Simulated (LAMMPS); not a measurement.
Simulation of a melt made from Al (fcc), 2048 atoms, at 1210 K and 0 GPa, brought to that temperature within a few picoseconds.

Computed with classical MD, pair style eam/alloy, file Al_zhou.eam.alloy; code LAMMPS.

| t (ps) | MSD (Å²) |
|---|---|
| 0.1000 | 0.644 |
| 0.2000 | 1.41 |
| 0.3000 | 2.21 |
| 0.4000 | 3.04 |
| 0.5000 | 3.88 |
| 0.6000 | 4.73 |
| 0.7000 | 5.58 |
| 0.8000 | 6.45 |
| 0.9000 | 7.32 |
| 1.100 | 9.10 |
| 1.300 | 10.9 |
| 1.500 | 12.6 |
| 1.700 | 14.4 |
| 2.000 | 17.2 |
| 2.300 | 19.9 |
| 2.700 | 23.5 |
| 3.200 | 28.0 |
| 3.700 | 32.5 |
| 4.300 | 38.0 |
| 5.000 | 44.3 |
| 5.800 | 51.5 |
| 6.800 | 60.5 |
| 7.900 | 70.4 |
| 9.200 | 82.0 |
| 10.70 | 95.5 |
| 12.50 | 112 |
| 14.50 | 131 |
| 16.90 | 153 |
| 19.60 | 178 |
| 22.80 | 208 |
| 26.60 | 245 |
| 30.90 | 286 |
| 36.00 | 335 |

Task: From these data, give the state found, the self-diffusion coefficient of Al (not corrected for cell size).

Result: In three dimensions D is one sixth of the slope of the MSD at long times (fitted over 20 to 60 % of the run); 1 Å²/ps is 1e-4 cm²/s. state found: liquid; self-diffusion coefficient of Al (not corrected for cell size): (1.58 ± 0.04) × 10^-4 cm²/s.
